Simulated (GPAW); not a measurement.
Input and output of a self-consistent single point for SiHg3 (I4/mmm, 4 atoms in the cell) (GPAW).

Computed with LDA (Perdew-Wang 92), GPAW PAW datasets LDA (gpaw-data 1.0.1) (plane waves; GPAW).

The change in words: lattice scaled by 1.03; ecut: 600 eV → 360 eV. Reference geometry:
```xyz
4
Lattice="-2.1582 2.1582 4.9752 2.1582 -2.1582 4.9752 2.1582 2.1582 -4.9752" Properties=species:S:1:pos:R:3 pbc="T T T"
Si     0.0000     0.0000     0.0000
Hg     0.0000     2.1582     2.4876
Hg     2.1582     0.0000     2.4876
Hg     0.0000     0.0000     4.9752
```

Reference input (self-consistent single point, DFT LDA (Perdew-Wang 92), plane waves, GPAW PAW datasets LDA (gpaw-data 1.0.1)): mode = pw; ecut = 600 eV; xc = LDA; kpts = 6 6 6; mesh shift (steps) = 0 0 0; occupations.name = methfessel-paxton; occupations.width = 0.136 eV; occupations.order = 0; nbands = -10; convergence.density = 1e-05 e/electron; symmetry.symmorphic = false; symmetry.tolerance = 0.0005. This run's input differs from it in these lines:

```diff
@@ -5,5 +5,5 @@
 atoms = Atoms(['Si', 'Hg', 'Hg', 'Hg'],
-              cell=[[-2.158250, 2.158250, 4.975200],
-                    [2.158250, -2.158250, 4.975200],
-                    [2.158250, 2.158250, -4.975200]],
+              cell=[[-2.222998, 2.222998, 5.124456],
+                    [2.222998, -2.222998, 5.124456],
+                    [2.222998, 2.222998, -5.124456]],
               scaled_positions=[[0.000000, 0.000000, 0.000000],
@@ -14,3 +14,3 @@
 
-calc = GPAW(mode={'name': 'pw', 'ecut': 600},
+calc = GPAW(mode={'name': 'pw', 'ecut': 360},
             xc='LDA',
```

The program printed (abridged):

```
     iter     time        total  log10-change:
                         energy   eigst   dens
iter:   1 --:--:--    -8.969128
iter:   2 --:--:--    -8.936977   -1.21  -1.56
iter:   3 --:--:--    -8.867831   -1.70  -1.60
iter:   4 --:--:--    -8.855644   -2.76  -2.01
iter:   5 --:--:--    -8.827656   -2.74  -2.05
iter:   6 --:--:--    -8.810868   -3.86  -2.41
iter:   7 --:--:--    -8.805054c  -3.64  -2.50
iter:   8 --:--:--    -8.804696c  -3.92  -2.78
iter:   9 --:--:--    -8.803659c  -4.61  -2.93
iter:  10 --:--:--    -8.803476c  -6.21  -2.86
iter:  11 --:--:--    -8.803670c  -5.21  -2.88
   [... 2 lines left out ...]
iter:  14 --:--:--    -8.803870c  -5.92  -4.11
iter:  15 --:--:--    -8.803863c  -6.89  -4.01
iter:  16 --:--:--    -8.803868c  -6.90  -3.96
iter:  17 --:--:--    -8.803886c  -6.61  -4.04
iter:  18 --:--:--    -8.803882c  -7.55c -4.05
iter:  19 --:--:--    -8.803885c  -7.00  -4.08
iter:  20 --:--:--    -8.803878c  -7.83c -4.11
iter:  21 --:--:--    -8.803877c  -8.17c -4.14
iter:  22 --:--:--    -8.803879c  -8.42c -4.15
iter:  23 --:--:--    -8.803879c  -7.92c -4.22
iter:  24 --:--:--    -8.803879c  -8.07c -4.32
iter:  25 --:--:--    -8.803871c  -7.70c -4.41
iter:  26 --:--:--    -8.803870c  -8.66c -4.90
iter:  27 --:--:--    -8.803871c  -8.88c -5.00c
Converged after 27 iterations.

Dipole moment: (0.000000, -0.000000, -0.000000) |e|*Ang

Energy contributions relative to reference atoms: (reference = -1606453.596421)

Kinetic:        +16.919277
Potential:       -9.120866
External:        +0.000000
XC:             -11.092520
Entropy (-ST):   -0.011261
Local:           -5.504133
SIC:             +0.000000
--------------------------
Free energy:     -8.809502
Extrapolated:    -8.803871

Showing only first 2 kpts
 Kpt  Band  Eigenvalues  Occupancy
  0    27      4.42811    2.00000
  0    28      5.50110    0.06977
  0    29      5.50111    0.06977
  0    30      6.31863    0.00000

  1    27      3.96945    2.00000
  1    28      4.54664    2.00000
  1    29      4.62614    2.00000
  1    30      6.00107    0.00000

Fermi level: 5.32672

No gap
No difference between direct/indirect transitions
Energy (eV): -8.803871

Forces in eV/Ang:
  0 Si    0.00000    0.00000   -0.00000
  1 Hg    0.00000    0.00000    0.00000
  2 Hg    0.00000   -0.00000    0.00000
  3 Hg    0.00000    0.00000   -0.00000

Stress tensor:
     0.081785     0.000000    -0.000000
     0.000000     0.081785    -0.000000
    -0.000000    -0.000000     0.080849
Stress (GPa, Voigt): [13.1034 13.1034 12.9534 -0.     -0.      0.    ]
```

The run converged in 27 iterations. GPAW prints stress with tension positive. Against the reference run the free energy rises by 220 meV/atom.

At such cutoffs GPAW's stress carries a finite-basis (Pulay) error, which enters relaxed cells too; its log prints stress with tension positive.

The starting cell comes from a database of computed structures (which also holds hypothetical and non-ambient phases and stackings), without a prior relaxation at this level. For this run, on top of that: lattice scaled by 1.03.

Cost on one core of a shared machine: roughly 70 s.
